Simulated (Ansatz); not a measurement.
Partial pair distribution functions of a relaxed model of amorphous Si$_{24}$O$_{59}$P$_{4}$Na$_{2}$, broadened by 0.06 Å; density 2.26 g/cm³. Level of theory: PBE, scalar-relativistic without spin-orbit coupling (plane waves to 420 eV, PAW; Ansatz, a program for electronic structure).

The cell was made by melting and quenching with the CHGNet potential and then relaxed with DFT. O atoms were pushed apart under 1.9 Å during the dynamics, to hinder bonds among them. The hot cell started wider than the set density and was brought back towards it in steps. It is the lowest in DFT energy of 2 quenches. It is a model cell: composition and starting density were chosen by hand, and all elements were melted together. No dispersion term was used. Its density started from a set value of 2.23 and ended at 2.26 g/cm³. Cooling (nominally 480 K/ps over its main leg) ran many orders faster than in experiment, which tends to leave more defects and strain. Values belong to this one cell and scatter from quench to quench. The volume was free in the relaxation, at fixed shape. Stress components on the final sampling reach 1.8 GPa.

```
r (Å)  g Si-O  g O-P  g Si-Si  g O-O
-----  ------  -----  -------  -----
1.25     0.00   0.01     0.00   0.00
1.35     0.00   0.73     0.00   0.00
1.45     0.24   7.22     0.00   0.00
1.55     6.46  14.19     0.00   0.00
1.65    15.61   7.01     0.00   0.00
1.75     3.99   0.39     0.00   0.00
1.85     0.27   0.00     0.00   0.00
1.95     0.01   0.00     0.00   0.00
2.05     0.00   0.00     0.00   0.00
2.15     0.00   0.00     0.00   0.00
2.25     0.00   0.00     0.00   0.03
2.35     0.00   0.00     0.00   0.29
2.45     0.00   0.00     0.00   1.47
2.55     0.05   0.00     0.00   4.12
2.65     0.14   0.00     0.04   5.00
2.75     0.05   0.00     0.80   3.08
2.85     0.15   0.04     2.58   1.41
2.95     0.39   0.31     3.22   0.64
3.05     0.44   0.16     4.21   0.48
3.15     0.63   0.45     3.85   0.43
3.25     0.79   1.58     1.90   0.42
3.35     0.79   1.65     0.31   0.56
3.45     0.92   0.96     0.18   0.47
3.55     1.24   0.88     0.10   0.48
3.65     1.32   1.38     0.01   0.66
3.75     1.06   1.26     0.07   0.86
3.85     1.41   1.63     0.16   0.78
3.95     1.73   1.97     0.02   0.45
4.05     1.90   1.45     0.04   0.65
4.15     1.94   1.07     0.39   0.78
4.25     1.81   0.96     0.87   0.82
4.35     1.24   0.55     0.63   0.89
4.45     0.81   0.56     0.56   0.94
4.55     0.56   0.89     1.20   1.15
4.65     0.53   0.48     1.87   1.48
4.75     0.74   0.61     1.57   1.42
4.85     0.80   0.52     1.34   1.49
4.95     0.76   0.54     1.67   1.48
5.05     0.67   0.85     1.40   1.30
5.15     0.72   1.60     1.51   1.41
5.25     0.85   1.17     1.42   1.24
5.35     0.92   1.20     1.20   0.97
5.45     0.95   1.29     1.29   0.76
```

Within 1.94 Å each Si has 4.04 O neighbours on average.
